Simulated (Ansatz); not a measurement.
Consider GaP in the zinc blende structure (space group F-43m, No. 216; a = 5.4513 Å). Axes: x, y, z lie along the cube axes.

The values are results of r2SCAN (Ansatz, a program for electronic structure; PAW; 500 eV plane waves; scalar-relativistic without spin-orbit coupling), not measurements.

Strains are applied to the cell and any free atomic positions relax.

One change was made to it. Results:

| quantity | base | after |
|---|---|---|
| hole mass | – | 0.13 mₑ along z, 0.36 mₑ across (at Γ) |
| pressure (mean of the normal stresses, compression positive) | 0.00 GPa | 0.90 GPa |
| energy relative to the base (free energy F) | 0 meV/atom | +0.9 meV/atom |

**Question.** Which change produced these results?
A. uniaxial strain ε_zz = −2.00 %
B. uniaxial strain ε_zz = −1.50 %
C. uniaxial strain ε_zz = −1.00 %

**Answer.** C, uniaxial strain ε_zz = −1.00 %. For comparison, the hole mass in the other runs: uniaxial strain ε_zz = −2.00 % gives 0.13 mₑ along z, 0.35 mₑ across (at Γ); uniaxial strain ε_zz = −1.50 % gives 0.13 mₑ along z, 0.35 mₑ across (at Γ).

Masses are band curvatures over ±0.01 Å⁻¹ around the edge. No phonon test of stability was made.
